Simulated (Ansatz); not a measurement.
Migration barriers of dopant-vacancy pairs in metallic hosts: PBE bands (Ansatz, a quantum-chemistry and plane-wave program, plane waves to 420 eV, PAW, climbing-image NEB) beside the CHGNet universal potential on its own band (it has no charge state). Forward barriers of single hops from the lowest site run, static nuclei, no finite-size correction. The rows are a random draw from the bands that converged and passed our checks of state and shape. Saddle orders were checked for a part of the study's bands only and are not shown. Vacancies start on their lattice site; split forms were not set up. Spin-orbit coupling is left out.

```
Defect                                                                                                                                              Route  Hop (Å), direction in the unit cell  End over start, densest mesh run (eV)                Cell and PBE mesh  CHGNet k-points  PBE (eV)
---------------------------------------------------------  ----------------------------------------------------------------------------------------------  -----------------------------------  -------------------------------------  -------------------------------  ---------------  --------
Au-vacancy pair (Au on W, W vacant) in bcc W, charge 0     Au changes places with the vacancy (Au-vacancy distance between ideal sites 2.76 Å throughout)        1.99 along (0.36, 0.36, 0.36)                                   0.00          36 sites, 2×2×3 shifted             none      0.58
Mg-vacancy pair (Mg on W, W vacant) in bcc W, charge 0     Mg changes places with the vacancy (Mg-vacancy distance between ideal sites 2.76 Å throughout)        2.31 along (0.42, 0.42, 0.42)                                   0.00          36 sites, 2×2×3 shifted             none      0.58
Al-vacancy pair (Al on W, W vacant) in bcc W, charge 0          a nearby W jumps into the vacancy (Al-vacancy distance between ideal sites 2.76 → 3.18 Å)       2.72 along (0.50, 0.50, -0.49)                                   0.57          36 sites, 2×2×3 shifted             none      1.87
W-vacancy pair (W on Al, Al vacant) in fcc Al, charge 0      W changes places with the vacancy (W-vacancy distance between ideal sites 2.86 Å throughout)        3.13 along (0.00, 0.55, 0.55)                                   0.00          32 sites, 3×3×3 shifted             none      2.17
Mg-vacancy pair (Mg on Mo, Mo vacant) in bcc Mo, charge 0  Mg changes places with the vacancy (Mg-vacancy distance between ideal sites 2.74 Å throughout)        2.29 along (0.42, 0.42, 0.42)                                   0.00          36 sites, 2×2×3 shifted             none      0.47
Ta-vacancy pair (Ta on W, W vacant) in bcc W, charge 0     Ta changes places with the vacancy (Ta-vacancy distance between ideal sites 2.76 Å throughout)        2.56 along (0.47, 0.47, 0.46)                                   0.00          36 sites, 2×2×3 shifted             none      1.28
Pd-vacancy pair (Pd on Al, Al vacant) in fcc Al, charge 0  Pd changes places with the vacancy (Pd-vacancy distance between ideal sites 2.86 Å throughout)        3.07 along (0.00, 0.54, 0.54)                                   0.00          32 sites, 3×3×3 shifted             none      0.77
Ta-vacancy pair (Ta on Ru, Ru vacant) in hcp Ru, charge 0  Ta changes places with the vacancy (Ta-vacancy distance between ideal sites 2.72 Å throughout)       2.59 along (-0.95, 0.00, 0.00)                                   0.00  36 sites, 2×2×2 shifted along c             none      1.69
```

Task: What does CHGNet give for each row, and how does it differ from PBE over these rows?

Result: In the order of the rows: 0.42, 0.41, 0.82, 1.02, 0.35, 0.62, 0.21, 0.34 eV. Against PBE it lies higher in 0 of 8 rows and lower in 8 (differences over 0.07 eV). The mean difference is -0.65 eV (median -0.61) and the mean size 0.65 eV; the largest, -1.35 eV, is in row 8.
